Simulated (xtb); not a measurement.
xtb 6.7.1, GFN2-xTB: Hf(OMe)(OEt)3 (CC[O][Hf]([O]C)([O]CC)[O]CC), 30 atoms. The geometry is a generated start, not checked to be a minimum at this level.

| Quantity | Result |
|---|---|
| method | GFN2-xTB |
| --acc | 1 (default) |
| --etemp (K) | 300 (default) |
| detailed input (--input) | none: ANC optimiser, Lindh (1995) Hessian, microcycle=20, maxdispl=1.0, hlow=0.01 (default) |
| basis functions | 72 |
| valence electrons | 74 |

```xyz
30

Hf    -0.4087    -0.4616     0.3859
O     -1.8981    -0.6439     1.4938
C     -1.5087    -1.4486     2.5729
H     -0.6029    -1.0394     3.0535
H     -2.3175    -1.4719     3.3145
H     -1.3100    -2.4793     2.2366
O     -0.8716     0.1931    -1.2937
C     -2.1387     0.7898    -1.2445
C     -2.5488     1.3005    -2.6271
H     -2.8865     0.0539    -0.8926
H     -2.1222     1.6427    -0.5342
H     -2.5584     0.4720    -3.3296
H     -3.5376     1.7487    -2.5854
H     -1.8320     2.0402    -2.9734
O      0.7910     0.7031     1.2068
C      0.7955     1.9733     0.6249
C      1.8580     2.8635     1.2742
H      1.0091     1.8883    -0.4600
H     -0.1971     2.4497     0.7600
H      2.8395     2.4164     1.1420
H      1.8496     3.8523     0.8242
H      1.6583     2.9509     2.3385
O      0.4716    -2.0885     0.1914
C      1.6559    -1.8204    -0.5101
C      2.3904    -3.1181    -0.8504
H      1.4148    -1.2780    -1.4484
H      2.3149    -1.1856     0.1162
H      1.7586    -3.7436    -1.4755
H      3.3161    -2.9016    -1.3762
H      2.6156    -3.6577     0.0654
```

Charge 0 and multiplicity 1 are set for this test and not shown to be the ground state.

The structure is relaxed from this start with --opt LEVEL for the levels crude, sloppy, loose, lax, normal, tight, vtight, extreme, once each. Up to the end of the extreme run atoms move by at most 3.3 Å along an axis.

Question: Which level is enough to come within 1 meV of the tightest end point?

Answer: tight: 208 cycles against 220, ending 0.056 meV above.

```tsv
level	cycles	energy above the extreme run (meV)	gradient norm (eV/Å)
crude	1	910	0.10
sloppy	1	910	0.10
loose	1	910	0.10
lax	1	910	0.10
normal	44	870	0.014
tight	208	0.056	0.040
vtight	216	under 0.01	0.0044
extreme	220	—	0.0023
```
